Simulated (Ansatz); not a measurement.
A computed series for ZrO2: pressure series

Take ZrO₂ in the fluorite structure (space group Fm-3m, No. 225) as the base.

```cif
data_O8Zr4
_chemical_formula_sum 'Zr4 O8'
_space_group_name_H-M_alt 'Fm-3m'
_space_group_IT_number 225
_space_group_name_Hall '-F 4 2 3'
_cell_length_a 5.11588
_cell_length_b 5.11588
_cell_length_c 5.11588
_cell_angle_alpha 90.000
_cell_angle_beta 90.000
_cell_angle_gamma 90.000
loop_
_atom_site_label
_atom_site_type_symbol
_atom_site_symmetry_multiplicity
_atom_site_Wyckoff_symbol
_atom_site_fract_x
_atom_site_fract_y
_atom_site_fract_z
_atom_site_occupancy
Zr1 Zr 4 a 0.00000 0.00000 0.00000 1
O1 O 8 c 0.25000 0.25000 0.25000 1
```
(The calculation used a cell of 3 atoms; values per cell refer to that cell.)

Cell and atoms are relaxed at each pressure.

All numbers come from PBE, PAW, 420 eV (Ansatz, a first-principles code; scalar-relativistic without spin-orbit coupling), earlier PAW set.

Notes on the quantities. electron mass: degenerate bands, along [100].

```
variant            band gap        electron mass  shortest interatomic distance
-----------------  --------  -------------------  -----------------------------
base                3.32 eV  0.51, 2.1 mₑ (at Γ)                        2.215 Å
pressure −2 GPa     3.30 eV  0.51, 2.1 mₑ (at Γ)                        2.222 Å
pressure −1 GPa     3.31 eV  0.51, 2.1 mₑ (at Γ)                        2.218 Å
pressure 0.9 GPa    3.33 eV  0.50, 2.1 mₑ (at Γ)                        2.213 Å
pressure 2.1 GPa    3.34 eV  0.50, 2.1 mₑ (at Γ)                        2.209 Å
pressure 4.5 GPa    3.37 eV  0.49, 2.1 mₑ (at Γ)                        2.202 Å
pressure 9 GPa          ___  0.48, 2.0 mₑ (at Γ)                        2.189 Å
pressure 15 GPa     3.48 eV  0.46, 2.0 mₑ (at Γ)                        2.174 Å
pressure 22.5 GPa   3.54 eV  0.45, 2.0 mₑ (at Γ)                        2.157 Å
pressure 30 GPa         ___  0.43, 1.9 mₑ (at Γ)                        2.141 Å
```

Task: Fill in the withheld entries from the trend.

Result: 
- pressure 9 GPa, band gap: 3.42 eV
- pressure 30 GPa, band gap: 3.60 eV

Load acts through the strain it causes; cell and atoms are relaxed under it. Effective masses come from finite differences of ±0.01 Å⁻¹. Stability against distortions was not tested. No other phases were tried under pressure. This is not the structure that ZrO2 has at room temperature and ambient pressure.
